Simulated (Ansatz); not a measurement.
BN (model structure, started from the rocksalt type, Fm-3m, No. 225, 2 atoms in the cell) was calculated with HSE06 in Ansatz (PAW).

Run with plane-wave cutoff 520 eV, 14×14×14 k mesh, scalar-relativistic PAW data made under PBE.

Computed at the level's own relaxed cell.

Hill averages of the elastic tensor: K = 426.3 GPa, G = 355.1 GPa. Volume 5.213 Å³/atom, mean atomic mass 12.409 u.

Work out the density, the sound velocities of a polycrystal and the elastic Debye temperature at this level.

ρ = 1.66054 × 12.409/5.213 = 3.953 g/cm³. v_l = √[(K + 4G/3)/ρ] = 15.087 km/s and v_t = √(G/ρ) = 9.478 km/s. The mean follows from 3/v_m³ = 1/v_l³ + 2/v_t³: v_m = 10.435 km/s. Θ_D = (ħ/k_B) v_m (6π²/V)^(1/3) = 76.38 K Å s/km × 10.435 × 2.2480 Å⁻¹ = 1792 K, counting all atoms of the cell.

Note: the relaxation could raise the start's symmetry but not lower it, so the cell can be a saddle point.

A model structure was made by putting elements into a prototype or built by hand; it is no filed structure, need not be a known phase, and can be a saddle point held by its symmetry.

Ansatz is a program for electronic structure.
